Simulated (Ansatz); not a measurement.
The parent structure is MgSe in the rock salt structure (space group Fm-3m, No. 225; a = 5.472 Å).

Computed with r2SCAN (Ansatz, a quantum-chemistry and plane-wave program, PAW, no SOC).

Base values:

The valley order is X along ⟨100⟩ 2.48 eV; Γ 3.44 eV and the width of the top valence band comes out as 2.47 eV.

Now apply this change: an isotropic linear strain of +0.50 %, atoms relaxed at fixed cell.

Task: Estimate the effect on the valley order.

Result: The valley order (the lowest conduction-band minima on the path, energy above the VBM, named in the base's zone) becomes X along ⟨100⟩ 2.45 eV; Γ 3.33 eV (base: X along ⟨100⟩ 2.48 eV; Γ 3.44 eV).

Task: How does this affect the width of the top valence band?

Result: The width of the top valence band falls by 0.04 eV, from 2.47 eV to 2.43 eV.

Task: What happens to the energy relative to the base?

Result: The energy goes up by 1.0 meV/atom.

The levels and masses belong to the bands next to the band gap. No phonon test of stability was made.
